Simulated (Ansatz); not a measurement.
Base system: CdSe in the zinc blende structure (space group F-43m, No. 216; a = 6.133 Å).

Structures relaxed with Ansatz (a quantum-chemistry and plane-wave program), r2SCAN, PAW, cutoff 500 eV, no spin-orbit coupling, earlier PAW set.

Base:

Simulated powder pattern, Cu Kα, λ = 1.54184 Å (kinematic, ideal powder, no thermal factors, no anomalous dispersion; the 14 strongest lines at most, above 2 %, up to 2θ = 90°):

| 2θ (°) | I/Imax (%) | hkl |
|---|---|---|
| 25.15 | 100 | (111) |
| 29.12 | 3.2 | (200) |
| 41.65 | 74 | (220) |
| 49.28 | 46 | (311) |
| 60.37 | 12 | (400) |
| 66.44 | 18 | (331) |
| 76.02 | 24 | (422) |
| 81.56 | 14 | (511) |

It is then changed as follows: a hydrostatic pressure of 10 GPa.

Task: Where do the lines fall after the change?

Result: 
Simulated powder pattern, Cu Kα, λ = 1.54184 Å (kinematic, ideal powder, no thermal factors, no anomalous dispersion; the 14 strongest lines at most, above 2 %, up to 2θ = 90°):

```csv
2θ (°),I/Imax (%),hkl
26.38,100,(111)
30.55,3.2,(200)
43.75,72,(220)
51.81,45,(311)
63.59,12,(400)
70.08,18,(331)
80.38,23,(422)
86.38,14,(511)
```

The indices refer to the base's conventional cell; one index is shown for lines that coincide.

Load acts through the strain it causes; cell and atoms are relaxed under it. No phonon test of stability was made. Tetrahedral semiconductors of this kind turn to denser phases somewhere between about 1 and 50 GPa; those were not computed, so compressed cells here can lie past the real transition.
